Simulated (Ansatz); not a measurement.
Base system: WSe$_{2}$ (space group P6_3/mmc, No. 194; a = 3.2305 Å, c = 12.4111 Å; layered, stacked along the Cartesian z axis).

Level of theory: PBEsol-D3(BJ)/PAW in Ansatz (a first-principles code), without spin-orbit coupling.

Strains are applied to the cell and any free atomic positions relax.

One change was made to it. Results:

```json
[
 {"quantity": "energy relative to the base (free energy F)", "base": "0 meV/atom", "after": "+1.5 meV/atom"},
 {"quantity": "valence-band top at Γ (three highest levels, from the VBM)", "base": "0.00, -0.78, -1.48 eV", "after": "0.00, -0.82, -1.39 eV"},
 {"quantity": "band gap", "base": "0.67 eV", "after": "0.72 eV"},
 {"quantity": "pressure (mean of the normal stresses, compression positive)", "base": "0.00 GPa", "after": "-1.39 GPa"}
]
```

Question: Which of these changes matches the shifts?
A. isotropic strain +2.40 %
B. isotropic strain +1.20 %
C. isotropic strain +3.00 %
D. isotropic strain +0.60 %

Answer: D, isotropic strain +0.60 %. For comparison, the energy relative to the base in the other runs: isotropic strain +3.00 % gives +34 meV/atom; isotropic strain +2.40 % gives +22 meV/atom; isotropic strain +1.20 % gives +5.8 meV/atom.

Spin-orbit coupling, missing from the scalar runs, can matter with W. No phonon test of stability was made.
